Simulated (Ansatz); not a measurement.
A relaxation of the atoms of HfCd (P4mm, 4 atoms in the cell) with Ansatz (a first-principles code).

Level of theory: LDA (PW92), default PAW files made with PBE (plane waves; Ansatz).

The change in words: one atom moved by 0.15 angstrom; relax: default → atoms; relax.f_tol: default → 0.001 eV/Å. Reference geometry:
```yaml
crystal:
  lattice:
    - [3.03202, 0.00000, 0.00000]
    - [0.00000, 3.03202, 0.00000]
    - [0.00000, 0.00000, 9.11665]
  atoms:
    - { symbol: Hf, position: [0.00000, 0.50000, 0.88164] }
    - { symbol: Hf, position: [0.50000, 0.00000, 0.11836] }
    - { symbol: Cd, position: [0.00000, 0.50000, 0.37747] }
    - { symbol: Cd, position: [0.50000, 0.00000, 0.62253] }
```

Reference input (self-consistent single point, DFT, LDA (PW92), plane waves, default PAW files made with PBE): basis.ecutwfc = 420 eV; kpoints.mp_grid.grid = 11 11 4; hamiltonian.xc = lda; hamiltonian.pseudopotentials = {kind: paw} (the program's default PAW files); scf.occupations.method = fermi_dirac; scf.occupations.width = 0.1 eV. This run's input differs from it in these lines:

```diff
@@ -7,3 +7,3 @@
   atoms:
-    - { symbol: Hf, position_ang: [0.000000, 1.516012, 8.037602] }
+    - { symbol: Hf, position_ang: [0.000000, 1.516012, 8.187598] }
     - { symbol: Hf, position_ang: [1.516012, 0.000000, 1.079046] }
@@ -20,2 +20,4 @@
   occupations: { method: fermi_dirac, width: 0.1 eV }
+relax:
+  f_tol: 0.001
 output:
```

Output (repeated stretches shortened):

```
   [... SCF lines of the steps left out ...]
relax step   1: F+E_penalty+E_count = -47189.85577809 eV  Δ(F+E_penalty+E_count) = +0.000e0 eV  max|allowed force component| = 1.302e0 eV/Å  Δτ_max = 0.0000 Å  (9 SCF iters, dr2 threshold 1.00e-7 eV, accepted)
relax step   2: F+E_penalty+E_count = -47189.89295534 eV  Δ(F+E_penalty+E_count) = -3.718e-2 eV  max|allowed force component| = 7.921e-1 eV/Å  Δτ_max = 0.1981 Å  (8 SCF iters, dr2 threshold 1.00e-4 eV, accepted)
   [... lines left out ...]
relax step   5: F+E_penalty+E_count = -47189.95729936 eV  Δ(F+E_penalty+E_count) = -7.489e-5 eV  max|allowed force component| = 7.966e-3 eV/Å  Δτ_max = 0.0053 Å  (8 SCF iters, dr2 threshold 5.34e-8 eV, accepted)
relax step   6: F+E_penalty+E_count = -47189.95731442 eV  Δ(F+E_penalty+E_count) = -1.506e-5 eV  max|allowed force component| = 1.709e-4 eV/Å  Δτ_max = 0.0013 Å  (7 SCF iters, dr2 threshold 4.71e-9 eV, accepted)
relax step   7: F+E_penalty+E_count = -47189.95731442 eV  Δ(F+E_penalty+E_count) = -2.401e-10 eV  max|allowed force component| = 1.672e-4 eV/Å  Δτ_max = 0.0000 Å  (2 SCF iters, accepted)
the relaxation is at rest under the 8 symmetry operations that the run kept from its start: a minimum is not shown …
Stability not checked: this state was not tested for a lower state beside it, because too few of the mixer's solves of this state at the end of the SCF gave a …
Free energy (F): -47189.957314 eV
Internal energy: -47189.874952 eV  (E = F + TS)
E sigma→0 (E₀):  -47189.916133 eV
Entropy (-TS):   -0.082363 eV (-20.591 meV/atom)
Fermi energy:    17.738361 eV
--- Forces (eV/Å), atoms counted from 1 ---
  atom   1  Hf    -0.00000000     0.00000000    -0.00017254
   [... lines left out ...]
  F+E_penalty+E_count = -47189.95731442 eV   max|allowed force component| = 1.672e-4 eV/Å
  atoms:
    - { symbol: Hf, position: [-4.763971057915198e-35, 0.5, 0.8850973453064908] }
    - { symbol: Hf, position: [0.5, 0.0, 0.12313426418336165] }
    - { symbol: Cd, position: [-2.580484323037399e-34, 0.5, 0.38125675453961655] }
    - { symbol: Cd, position: [0.5, 0.0, 0.6269646129857668] }
```

The run converged. 

Summary of the result:
* **Free energy E − TS (on the zero of these files)**: -47189.9573 eV
* **Fermi level (on the code's own zero)**: 17.74 eV
* **Pressure**: -4.75 GPa
* **Relaxation steps**: 7

The starting cell comes from a database of computed structures (which also holds hypothetical and non-ambient phases and stackings), without a prior relaxation at this level. Its lattice was rescaled by up to half a per cent. For this run, on top of that: one atom moved by 0.15 angstrom. The relaxation keeps the symmetry of its start, so its end need not be a minimum. Ansatz's pressure includes its estimate of the finite-basis (Pulay) stress.

Cost on one core of a shared machine: roughly 3 min.

Keys are those of Ansatz 0.2.
